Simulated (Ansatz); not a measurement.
The starting structures come from a database of crystals and need not be the phases stable at ambient conditions.

 Where the default PAW files enter, the runs use the earlier of Ansatz's two default sets.

Consider the following.

```
CELL_PARAMETERS angstrom
      4.59020     0.00000     0.00000
     -2.29510     3.97523     0.00000
      0.00000     0.00000     7.43781
ATOMIC_POSITIONS crystal
  Mg 0.33333 0.66667 0.99599
  Mg 0.66667 0.33333 0.49599
  Te 0.33333 0.66667 0.37401
  Te 0.66667 0.33333 0.87401
```

Space group of this cell: P6_3mc, wurtzite. The cell is taken as given; by PBEsol its mean pressure is -0.6 GPa.

These are PBEsol (plane waves, PAW; Ansatz, a quantum-chemistry and plane-wave program) values and carry that method's errors.

The current runs along the normal of the first two printed vectors; no spin-orbit coupling. Scaled by the factor s: all lengths (ions clamped). Meshes 12×12×4 and 12×12 across the current in all rows.

| s | mean pressure (GPa) | band gap (eV) |
|---|---|---|
| 0.98 | 1.8 | ? |
| 1.00 | -0.6 | 2.30 |
| 1.02 | -2.3 | 2.05 |

Task: Take the slope of the band gap against ln s from the two given rows, extrapolate to s = 0.98, and say what the run there gives.

Result: Slope = (2.05 − 2.30) / ln 1.02 = -12.6 eV. The line gives 2.30 + (-12.6) × ln 0.98 = 2.56 eV. The run gives 2.57 eV, 0.01 eV over the line, 6 % of the predicted step.
